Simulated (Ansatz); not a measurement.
Consider MgS in the rock salt structure (space group Fm-3m, No. 225; a = 5.1820 Å).

Now apply this change: a hydrostatic pressure of 3 GPa.

Levels (all Ansatz, an electronic-structure program, PAW): PBEsol (420 eV, without spin-orbit coupling); HSE06+SOC (420 eV, spin-orbit coupling included).

The geometry is relaxed with PBEsol.

- PBEsol lowest conduction level above the VBM at special points = X 2.80 eV; K 3.87 eV; U 3.87 eV; Γ 3.98 eV
- PBEsol valence-band top at Γ = 0.00, 0.00, 0.00 eV

With HSE06+SOC at the same geometry, the lowest conduction level above the VBM at special points changes from X 2.80 eV; K 3.87 eV; U 3.87 eV; Γ 3.98 eV to X 3.88 eV; K 4.99 eV; U 4.99 eV; Γ 5.21 eV; the valence-band top at Γ (three highest Kramers pairs, from the VBM) becomes 0.00, 0.00, -0.10 eV (PBEsol: 0.00, 0.00, 0.00 eV). The threefold valence maximum splits by Δso ≈ 0.10 eV.

Single points use the geometry relaxed with PBEsol. The hybrid gap comes from the SCF mesh plus the semilocal run's edge points and a few special points and is an upper bound. The spin-orbit shifts are approximate. The levels and masses belong to the bands next to the band gap. Load acts through the strain it causes; cell and atoms are relaxed under it. Stability against distortions was not tested.
